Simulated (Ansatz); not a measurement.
# Response to strain in InP

Take InP in the zinc blende structure (space group F-43m, No. 216; a = 5.8269 Å) as the base. Axes: x, y, z lie along the cube axes.

Strains are applied to the cell and any free atomic positions relax.

Computed with Ansatz (a program for electronic structure) LDA, scalar-relativistic without spin-orbit coupling.

Notes on the quantities. energy relative to the base: free energy F.

| variant | band gap | energy relative to the base | shortest interatomic distance |
|---|---|---|---|
| base | 0.58 eV | 0 meV/atom | 2.523 Å |
| tensor shear ε_xy = +1.14 % | 0.49 eV | … | 2.517 Å |
| tensor shear ε_xy = +1.71 % | 0.44 eV | +4.1 meV/atom | 2.515 Å |
| tensor shear ε_xy = +2.00 % | 0.41 eV | +5.6 meV/atom | … |
| tensor shear ε_xy = +1.43 % | 0.47 eV | +2.9 meV/atom | 2.516 Å |
| tensor shear ε_xy = +0.57 % | 0.54 eV | +0.5 meV/atom | … |
| tensor shear ε_xy = +0.86 % | 0.51 eV | +1.0 meV/atom | … |

Question: Complete the table.

Answer: 
- tensor shear ε_xy = +1.14 %, energy relative to the base: +1.8 meV/atom
- tensor shear ε_xy = +2.00 %, shortest interatomic distance: 2.513 Å
- tensor shear ε_xy = +0.57 %, shortest interatomic distance: 2.520 Å
- tensor shear ε_xy = +0.86 %, shortest interatomic distance: 2.519 Å

Stability against distortions was not tested.
